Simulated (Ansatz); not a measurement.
What Zn → Hg does to Zn

Take Zn in the hcp (Mg type) structure (space group P6_3/mmc, No. 194; a = 2.647 Å, c = 4.678 Å) as the base.

It is then changed as follows: every Zn is replaced by Hg, then cell and atoms are relaxed.

Computed with plane-wave PAW DFT at the r2SCAN level (Ansatz, a quantum-chemistry and plane-wave program, 500 eV), scalar-relativistic without spin-orbit coupling, earlier PAW set. Γ-centred 15×15×9 mesh, Fermi–Dirac width 0.05 eV, for the changed cell.

```json
{
 "volume_per_atom": "28.09 Å³ (base 14.19 Å³)",
 "lattice_parameter_a": "3.458 Å (base 2.647 Å)",
 "c/a ratio": "1.569 (base 1.768)",
 "space_group": "P6_3/mmc (No. 194) (base P6_3/mmc (No. 194))",
 "shortest_interatomic_distance": "3.368 Å (base 2.647 Å)",
 "band_gap": "zero (base zero)"
}
```

Spin-orbit coupling, missing from the scalar runs, can matter with Hg. Whether these cells are dynamically stable was not tested. For Hg in this form, whether it has been made was not checked.
